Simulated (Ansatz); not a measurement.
## Effect of biaxial strain +2.08 %, plane normal [111], relaxed out of plane on SrO

The parent structure is SrO in the rock salt structure (space group Fm-3m, No. 225; a = 5.122 Å). Axes: x, y, z lie along the cube axes.

The change: biaxial strain +2.08 %, plane normal [111], relaxed out of plane (Cartesian); in-plane vectors clamped, the third vector and the atoms free.

Level of theory: PBEsol/PAW in Ansatz (a quantum-chemistry and plane-wave program), no spin-orbit coupling. Γ-centred 11×11×11 mesh, Fermi–Dirac width 0.05 eV.

```csv
quantity,base,changed,shift
volume per atom,16.80 Å³,17.25 Å³,+0.45 Å³
space group,Fm-3m (No. 225),R-3m (No. 166),–
energy relative to the base (free energy F),0 meV/atom,+8.1 meV/atom,+8.1 meV/atom
"pressure (mean of the normal stresses, compression positive)",0.00 GPa,-2.41 GPa,-2.403 GPa
band gap,3.20 eV,3.16 eV,-0.04 eV
gap character,–,"indirect, Γ → F",–
smallest direct gap,3.26 eV,3.26 eV,0.00 eV
"valence-band top at Γ (three highest levels, from the VBM)","0.00, 0.00, 0.00 eV","0.00, -0.07, -0.07 eV",–
out-of-plane strain,–,-1.44 %,–
ratio −ε⊥/ε∥,–,0.69,–
```

Final structure (turned so that z lies along the plane normal):

```xyz
2
Lattice="3.6974 0.0000 0.0000 1.8487 3.2021 0.0000 1.8487 -1.0674 2.9148" Properties=species:S:1:pos:R:3 pbc="T T T"
Sr     0.0000     0.0000     0.0000
O      1.8487     1.0674     1.4574
```

Cost of the whole job for the changed cell (relaxation, final SCF and bands): about 30 core-seconds (a rough figure).

Stability against distortions was not tested. k-point labels follow each cell's own Brillouin zone.
